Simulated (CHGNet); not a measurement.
**Cubic perovskite BaHfO3**

These are the machine-learned potential CHGNet-r²SCAN (trained on r²SCAN data) values and carry that method's errors.

Cell: relaxed at this level.

| Quantity | Value |
|---|---|
| lattice parameter a | 4.173 Å |
| equilibrium volume per atom | 14.53 Å³/atom |

Measured, for comparison: lattice constant a 4.171 Å (room temperature, not corrected to a static lattice, our sources range from 4.171 to 4.180; as tabulated in Zhao et al. (2008), arXiv:0809.3506); equilibrium volume per atom 14.51 Å³/atom (room temperature, not corrected to a static lattice; as tabulated in Zhao et al. (2008), arXiv:0809.3506). Computed (rounded) less measured: lattice constant a 0.0 % (inside the range of the sources held), equilibrium volume per atom +0.1 %.

A machine-learned potential is trained on density-functional data: it inherits that level's misses and adds fitting errors of its own.
